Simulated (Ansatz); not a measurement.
Start from La2O3 (space group P-3m1, No. 164).

La2O3 is taken in the trigonal space group P-3m1 (No. 164), Pearson symbol hP5. Cell: a = 3.9403 Å, b = 3.9403 Å, c = 6.1880 Å, α = 90.00°, β = 90.00°, γ = 120.00°. La on 2d is coordinated by 4 O at 2.370–2.462 Å and 3 O at 2.742 Å. O1 on 1a sees 6 La at 2.742 Å (octahedral). O2 on 2d sees 4 La at 2.370–2.462 Å (tetrahedral). (Neighbours: up to the widest gap in distance over summed covalent radii, below 1.35, at either atom; cation-cation and far metal-metal contacts left out.)

Computed with PBE (Ansatz, a quantum-chemistry and plane-wave program), no spin-orbit coupling.

For the base:

The volume per atom is 16.64 Å³, the band gap is 3.83 eV and the smallest direct gap comes out as 3.96 eV.

One thing is altered: cell and atoms relaxed at a pressure of 0.9 GPa.

Task: How does this affect the volume per atom?

Result: The volume per atom decreases by 0.13 Å³, from 16.64 Å³ to 16.51 Å³.

Task: What happens to the band gap?

Result: The band gap hardly moves (3.83 eV against 3.84 eV).

Task: Predict the new smallest direct gap.

Result: The smallest direct gap stays 3.96 eV.

Load acts through the strain it causes; cell and atoms are relaxed under it. No phonon test of stability was made.
